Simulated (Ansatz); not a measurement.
The parent structure is AlAs in the wurtzite structure (space group P6_3mc, No. 186; a = 4.003 Å, c = 6.581 Å; a model cell, its experimental status unchecked).

Method: PBEsol/PAW in Ansatz (an electronic-structure program), spin-orbit coupling left out, earlier PAW set.

One change was made to it. Results:

```json
[
 {"quantity": "valence-band top at Γ (three highest levels, from the VBM)", "base": "0.00, 0.00, -0.13 eV", "after": "0.00, 0.00, -0.31 eV"},
 {"quantity": "band gap", "base": "1.64 eV", "after": "1.29 eV"},
 {"quantity": "lattice parameter a", "base": "4.003 Å", "after": "3.674 Å"},
 {"quantity": "smallest direct gap", "base": "1.72 eV", "after": "2.58 eV"}
]
```

Problem. Name the change that was made.
A) pressure 1.8 GPa
B) pressure −2 GPa
C) pressure 30 GPa

Solution. C, pressure 30 GPa. For comparison, the band gap in the other runs: pressure −2 GPa gives 1.62 eV; pressure 1.8 GPa gives 1.65 eV.

Load acts through the strain it causes; cell and atoms are relaxed under it. Stability against distortions was not tested. No other phases were tried under pressure. This is not the structure that AlAs has at room temperature and ambient pressure.
